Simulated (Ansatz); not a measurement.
# Au: response to strain

Start from Au in the fcc (Cu type) structure (space group Fm-3m, No. 225; a = 4.048 Å; relaxed with 0.1 eV smearing). Axes: x, y, z lie along the cube axes.

Strains are applied to the cell and any free atomic positions relax; under biaxial strain the out-of-plane vector relaxes too.

All numbers come from LDA/PAW in Ansatz (a quantum-chemistry and plane-wave program), no spin-orbit coupling.

Notes on the quantities. pressure: mean of the normal stresses, compression positive; energy relative to the base: free energy F.

```json
[
 {"change": "base", "pressure": "0.0 GPa", "energy relative to the base": "0 meV/atom", "shortest interatomic distance": "2.862 Å"},
 {"change": "biaxial strain −3.00 %, plane normal [001], relaxed out of plane", "pressure": "2.5 GPa", "energy relative to the base": "+10 meV/atom", "shortest interatomic distance": "2.776 Å"},
 {"change": "biaxial strain −2.00 %, plane normal [001], relaxed out of plane", "pressure": "[?]", "energy relative to the base": "[?]", "shortest interatomic distance": "2.805 Å"},
 {"change": "biaxial strain −1.50 %, plane normal [001], relaxed out of plane", "pressure": "1.0 GPa", "energy relative to the base": "[?]", "shortest interatomic distance": "2.819 Å"},
 {"change": "biaxial strain −1.00 %, plane normal [001], relaxed out of plane", "pressure": "0.6 GPa", "energy relative to the base": "+1.0 meV/atom", "shortest interatomic distance": "2.834 Å"},
 {"change": "biaxial strain −0.50 %, plane normal [001], relaxed out of plane", "pressure": "[?]", "energy relative to the base": "+0.2 meV/atom", "shortest interatomic distance": "2.848 Å"},
 {"change": "biaxial strain +1.00 %, plane normal [001], relaxed out of plane", "pressure": "-0.5 GPa", "energy relative to the base": "+0.8 meV/atom", "shortest interatomic distance": "2.852 Å"},
 {"change": "biaxial strain +2.00 %, plane normal [001], relaxed out of plane", "pressure": "-0.7 GPa", "energy relative to the base": "+2.7 meV/atom", "shortest interatomic distance": "2.842 Å"},
 {"change": "biaxial strain +2.50 %, plane normal [001], relaxed out of plane", "pressure": "-0.7 GPa", "energy relative to the base": "+3.7 meV/atom", "shortest interatomic distance": "2.837 Å"},
 {"change": "biaxial strain +3.00 %, plane normal [001], relaxed out of plane", "pressure": "-0.8 GPa", "energy relative to the base": "+4.9 meV/atom", "shortest interatomic distance": "2.832 Å"}
]
```

Fill in the withheld entries from the trend.


- biaxial strain −2.00 %, plane normal [001], relaxed out of plane, pressure: 1.4 GPa
- biaxial strain −2.00 %, plane normal [001], relaxed out of plane, energy relative to the base: +4.2 meV/atom
- biaxial strain −1.50 %, plane normal [001], relaxed out of plane, energy relative to the base: +2.3 meV/atom
- biaxial strain −0.50 %, plane normal [001], relaxed out of plane, pressure: 0.3 GPa

Whether these cells are dynamically stable was not tested.
